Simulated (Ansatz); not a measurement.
What uniaxial strain ε_xx = +1.20 % does to BN

Consider BN (space group P6_3/mmc, No. 194; a = 2.500 Å, c = 6.412 Å; layered, stacked along the Cartesian z axis). Axes: x lies along a and z along c of the hexagonal cell.

One thing is altered: the cell is stretched by 1.20 % along x with no lateral relaxation, atoms relaxed at fixed cell.

The values are results of PBEsol-D3(BJ), PAW, 420 eV (Ansatz, a program for electronic structure; no SOC), not measurements. k-mesh 15×15×5 (Γ-centred); smearing 0.05 eV (Fermi–Dirac).

* **Volume per atom**: 8.78 Å³ (base 8.68 Å³)
* **Space group**: Cmcm (No. 63) (base P6_3/mmc (No. 194))
* **Energy relative to the base (free energy F)**: +3.5 meV/atom
* **Pressure (mean of the normal stresses, compression positive)**: -4.37 GPa (base 0.00 GPa)
* **Band gap**: 4.02 eV (base 4.08 eV)
* **Gap character**: indirect, k = (0.267, 1/3, 0) in the run's primitive reciprocal basis → S
* **Smallest direct gap**: 4.40 eV (base 4.49 eV)
* **Largest internal atomic displacement**: 0.012 Å
* **Stress (xx, yy, zz, yz, xz, xy; compression positive)**: (-10.60, -2.48, -0.02, 0.00, 0.00, 0.00) GPa

Final structure:

```yaml
crystal:
  lattice:
    - [2.53047, 0.00000, 0.00000]
    - [-1.26523, 2.16546, 0.00000]
    - [0.00000, 0.00000, 6.41169]
  atoms:
    - { symbol: B, position: [0.66466, 0.32932, 0.25000] }
    - { symbol: B, position: [0.33534, 0.67068, 0.75000] }
    - { symbol: N, position: [0.33050, 0.66101, 0.25000] }
    - { symbol: N, position: [0.66950, 0.33899, 0.75000] }
```

Stability against distortions was not tested. k-point labels follow each cell's own Brillouin zone.
